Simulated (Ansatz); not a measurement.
## Hypothetical rock salt SbP: pressure series

The reference is SbP in the rock salt structure (space group Fm-3m, No. 225; a hypothetical phase, not in the database extracts checked).

Space group Fm-3m (No. 225); a = b = c = 5.6007 Å, α = β = γ = 90.00°

```tsv
atom	site	symmetry	x	y	z
P	4a	m-3m	0.0000	0.0000	0.0000
Sb	4b	m-3m	0.5000	0.5000	0.5000
```
(The calculation used a cell of 2 atoms; values per cell refer to that cell.)

Cell and atoms are relaxed at each pressure.

The values are results of r2SCAN (Ansatz, an electronic-structure program), without spin-orbit coupling, not measurements.

```
pressure (GPa)  volume per atom (Å³/atom)
--------------  -------------------------
-2                                 22.558
-1                                      ?
0                                  21.960
0.7                                21.773
1.5                                21.567
3                                  21.199
5                                  20.756
7.5                                20.259
10                                 19.821
```

Task: Fit the third-order Birch–Murnaghan form P(V) = (3B₀/2)[(V₀/V)^(7/3) − (V₀/V)^(5/3)]·[1 + (3/4)(B₀′ − 4)((V₀/V)^(2/3) − 1)] (squares taken in P) to the rows shown and predict the withheld row.

Result: Least squares on the printed values gives V₀ = 21.962 Å³/atom, B₀ = 78.8 GPa, B₀′ = 4.1; this predicts 22.250 Å³/atom, and the run gives 22.253 Å³/atom, 0.003 higher.

Load acts through the strain it causes; cell and atoms are relaxed under it. Whether these cells are dynamically stable was not tested. Competing high-pressure phases were not computed. The final runs are not spin-polarised.
